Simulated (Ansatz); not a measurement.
Worked example: self-consistent single point of TiMo₃ (Imm2, 4 atoms in the cell) in Ansatz (an electronic-structure program).

Method: PBEsol, default PAW files made with PBE (plane waves; Ansatz).

```yaml
crystal:
  lattice:
    - [-1.57786, 2.20389, 4.46165]
    - [1.57786, -2.20389, 4.46165]
    - [1.57786, 2.20389, -4.46165]
  atoms:
    - { symbol: Ti, position: [0.50560, 0.00560, 0.50000] }
    - { symbol: Mo, position: [0.75659, 0.75659, 0.00000] }
    - { symbol: Mo, position: [0.24341, 0.24341, 0.00000] }
    - { symbol: Mo, position: [0.00000, 0.50000, 0.50000] }
```

Reference input (self-consistent single point, DFT, PBEsol, plane waves, default PAW files made with PBE): basis.ecutwfc = 420 eV; kpoints.mp_grid.grid = 9 9 9; hamiltonian.xc = pbesol; hamiltonian.pseudopotentials = {kind: paw} (the program's default PAW files); scf.occupations.method = gaussian; scf.occupations.width = 0.1 eV. This run's input differs from it in these lines:

Ansatz 0.2 input:
```diff
@@ -14,3 +14,3 @@
 kpoints:
-  mp_grid: { grid: [9, 9, 9] }
+  mp_grid: { grid: [18, 18, 18] }
 hamiltonian:
```

Output, abridged:

```
SCF iter   1: F=—  HF=-17166.880080 eV  |F-HF|=—  |Δ(HF+E_count)|=         —  Δρ=6.50e-3  dr2=1.74e-2  ethr=1.77e-3  ⟨swp⟩=4.5  Hψ=97360  notcnv=0
all-band conjugate gradients solve this SCF's bands
preconditioner: auto → Kerker (q_TF=auto, 2.666 Å⁻¹)
SCF iter   2: F=—  HF=-17166.877425 eV  |F-HF|=—  |Δ(HF+E_count)|=   2.65e-3  Δρ=3.35e-3  dr2=4.29e-3  ethr=3.23e-5  ⟨swp⟩=2.2  Hψ=48869  notcnv=0
SCF iter   3: F=—  HF=-17166.876326 eV  |F-HF|=—  |Δ(HF+E_count)|=   1.10e-3  Δρ=5.03e-4  dr2=1.47e-4  ethr=7.94e-6  ⟨swp⟩=2.0  Hψ=36724  notcnv=0
SCF iter   4: F=—  HF=-17166.876295 eV  |F-HF|=—  |Δ(HF+E_count)|=   3.14e-5  Δρ=7.79e-5  dr2=5.14e-6  ethr=2.72e-7  ⟨swp⟩=2.1  Hψ=36360  notcnv=0
SCF iter   5: F=—  HF=-17166.876294 eV  |F-HF|=—  |Δ(HF+E_count)|=   4.87e-7  Δρ=1.39e-5  dr2=9.15e-8  ethr=9.52e-9  ⟨swp⟩=2.0  Hψ=36477  notcnv=0
SCF iter   6: F=-17166.876294 eV  HF=-17166.876294 eV  |F-HF|=2.14e-9  |Δ(HF+E_count)|=   5.07e-9  Δρ=2.88e-6  dr2=4.65e-9  ethr=1.69e-10  ⟨swp⟩=5.0  Hψ=106244  notcnv=0
SCF 1 converged in 6 iterations: F = -17166.876294 eV  dr2 = 4.65e-9
Free energy (F): -17166.876294 eV
Internal energy: -17166.862798 eV  (E = F + TS)
E sigma→0 (E₀):  -17166.869546 eV
Entropy (-TS):   -0.013496 eV (-3.374 meV/atom)
Fermi energy:    19.205831 eV
--- Forces (eV/Å), atoms counted from 1 ---
  atom   1  Ti     0.00000000     0.00000000    -0.47958204
  atom   2  Mo     0.00000000     0.00000000     0.17669136
  atom   3  Mo     0.00000000     0.00000000     0.24568335
  atom   4  Mo     0.00000000     0.00000000     0.05720176
--- Stress (GPa, compression-positive) ---
       -3.926703       0.000000       0.000000
        0.000000      -3.110911       0.000000
        0.000000       0.000000      -3.492032
  P = ⅓ Tr σ = -3.5099 GPa (-35.099 kbar)
  The stress holds the Pulay correction. Without it, at fixed plane waves, as pw.x and ABINIT print it: P = -3.5340 GPa
```

The run converged in 6 iterations. Against the reference run the free energy drops by 2.0 meV/atom, the pressure stays near -3.51 GPa while the xx stress (positive for compression) goes from -3.58 to -3.93 GPa and the largest force goes from 0.465 to 0.480 eV/Å.

The starting cell comes from a database of computed structures (which also holds hypothetical and non-ambient phases and stackings), without a prior relaxation at this level. Its lattice was rescaled by up to half a per cent. One atom was moved a little off its site on purpose. Spin polarisation is off. With a pressure of about -4 GPa the cell is away from its equilibrium volume at this level. Ansatz's pressure includes its estimate of the finite-basis (Pulay) stress.

Cost on one core of a shared machine: roughly 2 min.
